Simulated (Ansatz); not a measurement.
The starting structures come from a database of crystals and need not be the phases stable at ambient conditions.

 Where the default PAW files enter, the runs use the earlier of Ansatz's two default sets.

By PBEsol, the system below comes out a metal.

Here is the system:

```
Ta2N
1.0
    4.93918     0.00000     0.00000
    0.00000     9.17393     0.00000
    0.00000     4.58696     2.64828
Ta N
6 3
Direct
  0.24638   0.33363   0.33274
  0.75362   0.66637   0.66726
  0.24638   0.66637   0.33363
  0.75362   0.33363   0.66637
  0.24638   0.00000   0.33363
  0.75362   0.00000   0.66637
  0.50000   0.33333   0.00000
  0.50000   0.66667   0.00000
  0.00000   0.00000   0.00000
```

Space group of this cell: P-31m. The cell is taken as given; by PBEsol its mean pressure is -5.3 GPa.

The current flows along the normal of the first two printed cell vectors, the (110) plane of the conventional cell. No spin-orbit coupling; the value is a mean over 0.1 eV about the Fermi level.

Estimate the ballistic conductance per area that Ansatz (an electronic-structure program) with PBEsol returns for this system.

0.37 × 10¹⁵ S/m² for both spins.
